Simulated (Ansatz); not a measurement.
# CaS (Fm-3m): band-edge transport data

```
CELL_PARAMETERS angstrom
      0.00000     2.85590     2.85590
      2.85590     0.00000     2.85590
      2.85590     2.85590     0.00000
ATOMIC_POSITIONS crystal
  Ca 0.00000 0.00000 0.00000
  S  0.50000 0.50000 0.50000
```

Method: PBE, rigid bands (plane waves, PAW, scalar-relativistic; Ansatz, an electronic-structure program). Condition of this run: functional PBE, cell relaxed with it. How the cell was made: cell and atoms relaxed with PBE.

```yaml
band_gap: 2.38 eV
electron conductivity mass (300 K, dilute): 0.44 mₑ
hole conductivity mass (300 K, dilute): 0.88 mₑ
effective density of states N_c (300 K): 2.9e19 cm⁻³
effective density of states N_v (300 K): 5.9e19 cm⁻³
density_of_states_mass_electrons: 1.11 mₑ
density_of_states_mass_holes: 1.77 mₑ
Seebeck coefficient, n-type 1e19 cm⁻³, 300 K: -309 μV/K
best n-type power factor at 300 K for τ = 10 fs (best axis; densities from 1e16 to 1e21 cm⁻³ tried, whether or not they can be reached): 11.0 μW/(cm·K²) at 1e20 cm⁻³
Seebeck coefficient, p-type 1e19 cm⁻³, 300 K: 367 μV/K
best p-type power factor at 300 K for τ = 10 fs (best axis; densities from 1e16 to 1e21 cm⁻³ tried, whether or not they can be reached): 10.6 μW/(cm·K²) at 3e20 cm⁻³
```

Rigid bands; masses and Seebeck coefficients take one relaxation time τ for all states and one kind of carrier; polarons and phonon drag are left out. Spin-orbit coupling is left out; where it splits the top of the valence band, N_v and the p-type Seebeck coefficient come out somewhat high without it.
